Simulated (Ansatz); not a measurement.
## Converging shifted k-point meshes: Bi (Im-3m, 1 atom in the cell)

```
Bi
1.0
   -1.98737     1.98737     1.98737
    1.98737    -1.98737     1.98737
    1.98737     1.98737    -1.98737
Bi
1
Direct
  0.00000   0.00000   0.00000
```

Method: PBEsol, default PAW files made with PBE (plane waves; Ansatz, an electronic-structure program).

Base settings: basis.ecutwfc = 420 eV; kpoints.mp_grid.grid = 12 12 12; hamiltonian.xc = pbesol; hamiltonian.pseudopotentials = {kind: paw} (the program's default PAW files); scf.occupations.method = gaussian; scf.occupations.width = 0.1 eV.

In this ladder: kpoints.mp_grid.shift = 0.5 0.5 0.5.

Only quantities that move along the ladder and can be compared are tabulated.

The count of work is k-points × plane waves × bands × iterations; it is no time. 

The starting cell comes from a database of computed structures (which also holds hypothetical and non-ambient phases and stackings), without a prior relaxation at this level. Its lattice was rescaled by up to half a per cent. Ansatz's pressure includes its estimate of the finite-basis (Pulay) stress.

| kpoints.mp_grid.grid | free energy less the last step's (meV/atom) | pressure (GPa) | count of work / last |
|---|---|---|---|
| 2 2 2 | 1915.11 | 15.32 | 0.0014 |
| 3 3 3 | 1127.11 | -2.32 | 0.0028 |
| 4 4 4 | -44.78 | -3.13 | 0.0042 |
| 5 5 5 | 34.46 | -0.62 | 0.0070 |
| 6 6 6 | 5.47 | -2.36 | 0.0098 |
| 7 7 7 | -26.81 | -2.44 | 0.014 |
| 8 8 8 | -19.46 | -2.51 | 0.021 |
| 9 9 9 | 16.68 | -2.28 | 0.024 |
| 10 10 10 | 10.77 | -2.58 | 0.031 |
| 11 11 11 | 9.25 | -2.35 | 0.039 |
| 12 12 12 | 5.60 | -2.31 | 0.048 |
| 14 14 14 | -5.16 | -2.52 | 0.070 |
| 15 15 15 | -6.66 | -2.41 | 0.084 |
| 17 17 17 | -2.57 | -2.61 | 0.12 |
| 19 19 19 | 1.30 | -2.49 | 0.15 |
| 21 21 21 | -0.23 | -2.50 | 0.20 |
| 23 23 23 | 0.86 | -2.44 | 0.25 |
| 25 25 25 | -1.15 | -2.49 | 0.32 |
| 28 28 28 | -0.16 | -2.49 | 0.43 |
| 31 31 31 | -0.14 | -2.45 | 0.57 |
| 34 34 34 | 0.24 | -2.46 | 0.73 |
| 38 38 38 | 0.00 | -2.45 | 1.0 |

Coarsest kpoints.mp_grid.grid that holds the free energy within 0.5 meV/atom of the last step, with all finer ones: 28 28 28, at 0.43 of the last step's count of work; the step before is off by 1.2 meV/atom.

Coarsest kpoints.mp_grid.grid that holds the pressure within 0.2 GPa of the last step, with all finer ones: 6 6 6, at 0.0098 of the last step's count of work; the step before is off by 1.8 GPa.

Keys are those of Ansatz 0.2.
